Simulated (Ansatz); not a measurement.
Density of states of Nb2N (P-31m) near the Fermi level, PBEsol, rigid bands (Ansatz, a quantum-chemistry and plane-wave program).

```
E − E_F (eV) | states/eV/cell
    -1.92 | ################ 5.92
    -1.82 | ################ 6.17
    -1.72 | ###################### 8.46
    -1.62 | ############################## 11.5
    -1.52 | #################### 7.70
    -1.42 | ################ 6.24
    -1.32 | ################# 6.34
    -1.22 | ##################### 7.89
    -1.12 | #################### 7.62
    -1.02 | ############### 5.66
    -0.92 | ############# 5.02
    -0.82 | ######### 3.45
    -0.72 | ####### 2.79
    -0.62 | ####### 2.70
    -0.52 | ####### 2.85
    -0.42 | ######## 2.95
    -0.32 | ####### 2.79
    -0.22 | ######## 2.89
    -0.12 | ######### 3.39
    -0.02 | ######### 3.41
     0.08 | ######### 3.46
     0.18 | ########## 3.94
     0.28 | ################ 6.11
     0.38 | ################ 6.08
     0.48 | ################ 6.11
     0.58 | ################ 5.99
     0.68 | ################# 6.55
     0.78 | ################ 5.93
     0.88 | ################## 6.97
     0.98 | ################ 6.28
     1.08 | ############# 5.09
     1.18 | ############# 5.03
     1.28 | ################ 6.30
     1.38 | ################# 6.68
     1.48 | ################# 6.59
     1.58 | ############### 5.63
     1.68 | ################ 6.04
     1.78 | ############## 5.45
     1.88 | ############## 5.31
```

Question: With 9 atoms a cell, what bare Sommerfeld coefficient γ = (π²/3) k_B² N(E_F) follows?

Answer: N(E_F) ≈ 3.4 states/eV a cell at 300 K, so γ ≈ 0.90 mJ/(mol of atoms·K²), before many-body enhancement (phonons, spin fluctuations, correlation).

Question: How far does the Fermi level move in a rigid band for 0.1 electron a cell added or removed?

Answer: 29 meV and -29 meV.

A metal at this level (no band gap); rigid bands, thermally averaged at 300 K, both spins. Spin-orbit coupling is left out. Geometry: cell and atoms relaxed with PBEsol.

Computed structure with no diffraction record at hand here (it may be known, metastable or hypothetical): Nb2N (P-31m).
